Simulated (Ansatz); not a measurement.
Stishovite (SiO2)

Computed with r²SCAN (Ansatz, an electronic-structure program, plane waves, PAW).

Run with plane-wave cutoff 500 eV, 8×10×1 k mesh (along the axes of the cell as run), gaussian smearing 0.02 eV, scalar-relativistic PAW data made under PBE.

Cell: relaxed at this level.

```
Item                                 Result
--------------------------------  ---------
surface energy of the (100) face  1.34 J/m²
```

The slab of 18 atoms is relaxed and unreconstructed.

Computed values are for the static lattice.

It cost roughly 9 core-minutes of CPU time.
